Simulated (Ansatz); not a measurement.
Where the default PAW files enter, the runs use the earlier of Ansatz's two default sets.

Given:

```
CELL_PARAMETERS angstrom
      4.99740     0.00000     0.00000
     -2.49870     4.32788     0.00000
      2.49870     1.44263     4.48355
ATOMIC_POSITIONS crystal
  Ga 0.28882 0.14441 0.56677
  Ga 0.71118 0.85559 0.43323
  Ga 0.71118 0.35559 0.93323
  Ga 0.28882 0.64441 0.06677
  O  0.80316 0.55316 0.25000
  O  0.19684 0.44684 0.75000
  O  0.19684 0.25000 0.25000
  O  0.80316 0.75000 0.75000
  O  0.50000 0.94684 0.25000
  O  0.50000 0.05316 0.75000
```

Space group of this cell: R-3c, corundum. The cell is taken as given; by r2SCAN its mean pressure is -1.4 GPa.

Computed with r2SCAN (plane waves, PAW; Ansatz, a first-principles code).

The current runs along the normal of the first two printed vectors; no spin-orbit coupling. Scaled by the factor s: both lengths across the current (ions clamped). Meshes 8×8×8 and 12×12 across the current in all rows.

| s | mean pressure (GPa) | slowest mid-gap decay constant κ (1/Å) |
|---|---|---|
| 0.98 | 9.2 | ? |
| 1.00 | -1.4 | 0.245 |
| 1.02 | -10.0 | 0.219 |

Task: Take the slope of the slowest mid-gap decay constant κ against ln s from the two given rows, extrapolate to s = 0.98, and say what the run there gives.

Result: Slope = (0.219 − 0.245) / ln 1.02 = -1.31 1/Å. The line gives 0.245 + (-1.31) × ln 0.98 = 0.272 1/Å. The run gives 0.269 1/Å, 0.003 1/Å under the line, 10 % of the predicted step.
